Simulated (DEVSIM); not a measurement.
Device: illuminated Si p-on-n cell, one wavelength, with a back-surface field, at 300 K.

```csv
layer (left to right),material,thickness (μm),Nd (cm⁻³),Na (cm⁻³),τn (s),τp (s),absorption coefficient (cm⁻¹)
1,Si,0.590,-,7.2e18,6.1e-5,1.9e-5,4800
2,Si,68.0,4.9e16,-,0.00016,0.00016,4800
3,Si,0.100,1e18,-,0.00016,0.00016,4800
```

Left contact: ohmic, minority electron recombination velocity 90 cm/s. Right contact: ohmic, minority hole recombination velocity 60 cm/s. Voltage is applied to the left contact. Recombination: SRH at mid-gap, radiative, Auger. Gap narrowing is on: ΔEg = 6.92 meV × (l + √(l² + 0.5)), l = ln(N/1.3e17 cm⁻³), shared equally by both band edges. Light enters at the left, 2.5e18 photons cm⁻² s⁻¹, one pass, no reflection. Mobility is constant in doping.

The device is made up for the run: typed textbook-type constants, with dimensions and the other settings drawn at random. Values at 300 K.

| parameter | Si |
|---|---|
| gap (eV) | 1.124 |
| affinity (eV) | 4.05 |
| permittivity | 11.7 |
| Nc (cm⁻³) | 2.86e19 |
| Nv (cm⁻³) | 3.1e19 |
| μn (cm²/Vs) | 1417 |
| μp (cm²/Vs) | 470 |
| B (cm³/s) | 4.7e-15 |
| Cn (cm⁶/s) | 2.8e-31 |
| Cp (cm⁶/s) | 9.9e-32 |

Simulated with DEVSIM: 1D drift-diffusion, Boltzmann statistics, complete ionisation; no tunnelling, impact ionisation, image-force lowering or self-heating.

The photon flux was swept, all else fixed.

```json
[
 {"photon flux (cm^-2 s^-1)": "7.5e16", "open-circuit voltage (V)": "0.690", "fill factor": "0.84", "largest power (mW/cm²)": "6.98", "short-circuit current (mA/cm²)": "12.0"},
 {"photon flux (cm^-2 s^-1)": "2.5e17", "open-circuit voltage (V)": "0.722", "fill factor": "0.85", "largest power (mW/cm²)": "24.5", "short-circuit current (mA/cm²)": "40.0"},
 {"photon flux (cm^-2 s^-1)": "7.5e17", "open-circuit voltage (V)": "0.752", "fill factor": "0.85", "largest power (mW/cm²)": "76.7", "short-circuit current (mA/cm²)": "120"},
 {"photon flux (cm^-2 s^-1)": "2.5e18", "open-circuit voltage (V)": "0.787", "fill factor": "0.85", "largest power (mW/cm²)": "268", "short-circuit current (mA/cm²)": "400"},
 {"photon flux (cm^-2 s^-1)": "7.5e18", "open-circuit voltage (V)": "0.817", "fill factor": "0.85", "largest power (mW/cm²)": "837", "short-circuit current (mA/cm²)": "1200"},
 {"photon flux (cm^-2 s^-1)": "2.5e19", "open-circuit voltage (V)": "0.847", "fill factor": "0.86", "largest power (mW/cm²)": "2920", "short-circuit current (mA/cm²)": "4000"},
 {"photon flux (cm^-2 s^-1)": "7.5e19", "open-circuit voltage (V)": "0.872", "fill factor": "0.87", "largest power (mW/cm²)": "9090", "short-circuit current (mA/cm²)": "12000"}
]
```

From the first row to the last the open-circuit voltage goes from 0.690 to 0.872. From the first row to the last the fill factor goes from 0.84 to 0.87.
